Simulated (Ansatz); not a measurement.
LaOF (P4/nmm), Ansatz (a first-principles code) with PBEsol, rigid bands: N_c = 6.49e20 cm⁻³ at 300 K and an electron conductivity mass of 2.73 mₑ along y (a = (4.04, 0.00, 0.00) Å; b = (0.00, 4.04, 0.00) Å; c = (0.00, 0.00, 5.78) Å).

### Question
For 1e17 electrons per cm³ at 300 K, place the Fermi level, estimate the Seebeck coefficient of a parabolic band with constant τ, and give mobility and conductivity for τ = 5 fs.

### Answer
The level lies k_BT ln(N_c/n) = 0.227 eV below the conduction-band minimum. S ≈ −(k_B/e)[ln(N_c/n) + 5/2] = -972 μV/K, against -958 μV/K from the full bands (mean over directions). μ = eτ/m = 3.22 cm²/(V·s) and σ = neμ = 0.0516 S/cm. τ is assumed, not computed.

Band transport and this doping are assumed; polarons and phonon drag are left out. Spin-orbit coupling is left out.

Computed structure with no diffraction record at hand here (it may be known, metastable or hypothetical): LaOF (P4/nmm).
